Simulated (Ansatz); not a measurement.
**Effect of Na → Rb on NaReO3**

Consider NaReO3 in the cubic perovskite structure (space group Pm-3m, No. 221; a = 3.837 Å; a cell from a computed database, its experimental status unchecked).

It is then changed as follows: every Na is replaced by Rb, then cell and atoms are relaxed.

Method: DFT with PBEsol, PAW potentials and a 420 eV plane-wave cutoff in Ansatz (a program for electronic structure), scalar-relativistic without spin-orbit coupling. k-mesh 12×12×12 (Γ-centred); smearing 0.05 eV (Fermi–Dirac).

The volume per atom grows by 0.75 Å³ (11.30 Å³ → 12.05 Å³) and the density increases by 1.25 g/cm³ to 8.81 g/cm³. The lattice parameter a grows by 0.0834 Å, from 3.837 Å to 3.921 Å and the shortest interatomic distance increases by 0.0417 Å to 1.960 Å. The band gap stays zero.

Stability against distortions was not tested. For RbReO3 in this form, whether it has been made was not checked. No Hubbard U is applied, and correlation can decide whether such a compound is a metal. The final runs are not spin-polarised. Many cubic perovskites are stable only at high temperature; tilts and polar distortions were not tested.
